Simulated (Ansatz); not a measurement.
**Effective masses and thermopower of BP (I-4m2)**

Here is the system:

```
CELL_PARAMETERS angstrom
      0.00000     2.23767     2.27056
      2.23767     0.00000     2.27056
      2.23767     2.23767     0.00000
ATOMIC_POSITIONS crystal
  B  0.00000 0.00000 0.00000
  P  0.25000 0.25000 0.25000
```

Level of theory: r2SCAN with spin-orbit coupling, rigid bands (plane waves, PAW; Ansatz, a program for electronic structure). Condition of this run: biaxial stress in (001) of 4 GPa (compression positive) (the target of the relaxation). How the cell was made: cell and atoms relaxed with PBEsol, then loaded as said.

band gap: 1.24 eV
electron conductivity mass (300 K, dilute): 0.40 (x), 0.40 (y), 0.23 (z) mₑ
hole conductivity mass (300 K, dilute): 0.40 (x), 0.40 (y), 0.30 (z) mₑ
effective density of states N_c (300 K): 2.8e19 cm⁻³
effective density of states N_v (300 K): 1.2e19 cm⁻³
density-of-states mass, electrons: 1.07 mₑ
density-of-states mass, holes: 0.60 mₑ
Seebeck coefficient, n-type 1e19 cm⁻³, 300 K: -302 μV/K
best n-type power factor at 300 K for τ = 10 fs (best axis; densities from 1e16 to 1e21 cm⁻³ tried, whether or not they can be reached): 19.1 μW/(cm·K²) at 1e20 cm⁻³
Seebeck coefficient, p-type 1e19 cm⁻³, 300 K: 270 μV/K
best p-type power factor at 300 K for τ = 10 fs (best axis; densities from 1e16 to 1e21 cm⁻³ tried, whether or not they can be reached): 11.1 μW/(cm·K²) at 3e20 cm⁻³

Rigid bands; masses and Seebeck coefficients take one relaxation time τ for all states and one kind of carrier; polarons and phonon drag are left out. Geometry: cell and atoms relaxed with PBEsol.
